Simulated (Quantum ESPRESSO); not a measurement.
Quantum ESPRESSO is run on Rb (I4/mmm, 1 atom in the cell), and the run fails. The aim is a self-consistent single point with DFT, LDA (PZ), plane waves, GBRV 1.5 ultrasoft (LDA) pseudopotentials.

Cell that was meant: a = 5.1690 Å, b = 5.1690 Å, c = 5.1690 Å, α = 121.28°, β = 121.28°, γ = 87.79°.

Part of the input:

```fortran
&control
   calc = 'scf'
   prefix = 'rb'
   outdir = './tmp/'
   pseudo_dir = './'
```

Output, abridged:

```
     This program is part of the open-source Quantum ESPRESSO suite
     for quantum simulation of materials; please cite

 %%%%%%%%%%%%%%%%%%%%%%%%%%%%%%%%%%%%%%%%%%%%%%%%%%%%%%%%%%%%%%%%%%%%%%%%%%%%%%
     Error in routine  read_namelists (1):
      bad line in namelist &control: "   calc = 'scf'" (error could be in the previous line)
 %%%%%%%%%%%%%%%%%%%%%%%%%%%%%%%%%%%%%%%%%%%%%%%%%%%%%%%%%%%%%%%%%%%%%%%%%%%%%%

     stopping ...
```

Problem. Read the log: what does the program object to, and what is the fix?

Solution. The fault is a keyword that the program does not know. The program does not know a key of this name. To fix it, use the program's own name for the key. The program stopped before any SCF iteration.

An input that runs soundly differs in these lines (not the only fix; some lines may just follow from the change or write a value another way):
```diff
-   calc = 'scf'
+   calculation = 'scf'
```

With that input, the run converged in 7 iterations: free energy E − TS -724.6445 eV; Fermi level (on the code's own zero) 1.50 eV; pressure -0.50 GPa (DFT, LDA (PZ), plane waves, GBRV 1.5 ultrasoft (LDA) pseudopotentials).

On the sound input: the starting cell comes from a database of computed structures (which also holds hypothetical and non-ambient phases and stackings), without a prior relaxation at this level.
